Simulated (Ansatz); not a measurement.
**Effect of uniaxial strain ε_zz = −1.80 % on ZnS**

Start from ZnS in the wurtzite structure (space group P6_3mc, No. 186; a = 3.845 Å, c = 6.305 Å). Axes: x lies along a and z along c of the hexagonal cell.

The change: the cell is compressed by 1.80 % along z with no lateral relaxation, atoms relaxed at fixed cell.

All numbers come from PBE in Ansatz (plane waves to 420 eV, PAW, no spin-orbit coupling). Settings: 10×10×5 k-points, 0.05 eV Fermi–Dirac smearing.

* **Volume per atom**: 19.82 Å³ (base 20.18 Å³)
* **Space group**: P6_3mc (No. 186) (base P6_3mc (No. 186))
* **Shortest interatomic distance**: 2.339 Å (base 2.357 Å)
* **Energy relative to the base (free energy F)**: +2.8 meV/atom
* **Band gap**: 2.20 eV (base 2.08 eV)
* **Gap character**: direct at Γ (base direct at Γ)
* **Width of the top valence band**: 2.06 eV (base 2.03 eV)
* **Electron mass**: 0.17 mₑ along z, 0.18 mₑ across (at Γ) (base 0.16 mₑ along c, 0.18 mₑ across (at Γ))
* **Valence-band top at Γ (three highest levels, from the VBM)**: 0.00, -0.01, -0.01 eV (base 0.00, 0.00, -0.07 eV)
* **Stress (xx, yy, zz, yz, xz, xy; compression positive)**: (0.74, 0.74, 2.54, 0.00, 0.00, 0.00) GPa

Effective masses come from finite differences of ±0.01 Å⁻¹. Whether these cells are dynamically stable was not tested.

Ansatz is an electronic-structure program.
